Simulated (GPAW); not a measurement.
Band structure of AlAs (F-43m, 2 atoms in the cell).

```
CELL_PARAMETERS angstrom
      0.00000     2.83000     2.83000
      2.83000     0.00000     2.83000
      2.83000     2.83000     0.00000
ATOMIC_POSITIONS crystal
  Al 0.00000 0.00000 0.00000
  As 0.25000 0.25000 0.25000
```

Method of the run: PBE, GPAW PAW datasets PBE (gpaw-data 1.0.1) (plane waves; GPAW 25.7.0).

Settings: mode = pw; ecut = 600 eV; xc = PBE; kpts = 8 8 8; mesh shift (steps) = 0 0 0; occupations.name = fermi-dirac; occupations.width = 0.05 eV; nbands = -4; convergence.density = 1e-05 e/electron; convergence.bands = -2; symmetry.symmorphic = false; symmetry.tolerance = 0.0005; maxiter = 100; bandpath_npoints = 40.

The starting cell has typed, rounded lattice constants, without a prior relaxation at this level.

### Question
Predict the gap along the standard path and the places of the band edges.

### Answer
The gap along the path is 1.43 eV, from Γ to X; the smallest direct gap on it is 2.07 eV.

Levels in eV from the top of the valence band on the SCF mesh, bands 1 to 8:
```tsv
point	1	2	3	4	5	6	7	8
Γ	-11.86	0.00	0.00	0.00	2.07	4.29	4.29	4.29
X	-9.89	-5.43	-2.17	-2.17	1.43	2.29	10.35	10.35
W	-9.86	-5.09	-3.18	-2.83	4.33	5.65	5.72	6.07
K	-9.92	-5.18	-3.42	-1.80	2.24	4.98	8.19	8.35
L	-10.44	-5.57	-0.83	-0.83	2.15	4.68	4.68	7.77
U	-9.92	-5.18	-3.42	-1.80	2.24	4.98	8.19	8.35
```
